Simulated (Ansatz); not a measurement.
The reference is CdSe in the zinc blende structure (space group F-43m, No. 216).

```xyz
2
Lattice="0.0000 3.0666 3.0666 3.0666 0.0000 3.0666 3.0666 3.0666 0.0000" Properties=species:S:1:pos:R:3 pbc="T T T"
Se     4.6000     4.6000     4.6000
Cd     0.0000     0.0000     0.0000
```

Cartesian axes are those of the cell as printed.

All numbers come from r2SCAN (Ansatz, a first-principles code; PAW; 500 eV plane waves; without spin-orbit coupling).

Strains are applied to the cell and any free atomic positions relax; under biaxial strain the out-of-plane vector relaxes too.

One change was made to it. Results:

The energy grows by 47 meV/atom; the band gap goes up by 0.21 eV (1.04 eV → 1.25 eV).

### Question
Which of these changes matches the shifts?
A) biaxial strain +0.71 %, plane normal [110], relaxed out of plane
B) biaxial strain −2.42 %, plane normal [110], relaxed out of plane
C) isotropic strain −3.15 %

### Answer
C, isotropic strain −3.15 %. For comparison, the band gap in the other runs: biaxial strain −2.42 %, plane normal [110], relaxed out of plane gives 0.98 eV; biaxial strain +0.71 %, plane normal [110], relaxed out of plane gives 0.98 eV.

A biaxial case was relaxed in a doubled cell and then solved in the primitive one. Whether these cells are dynamically stable was not tested.
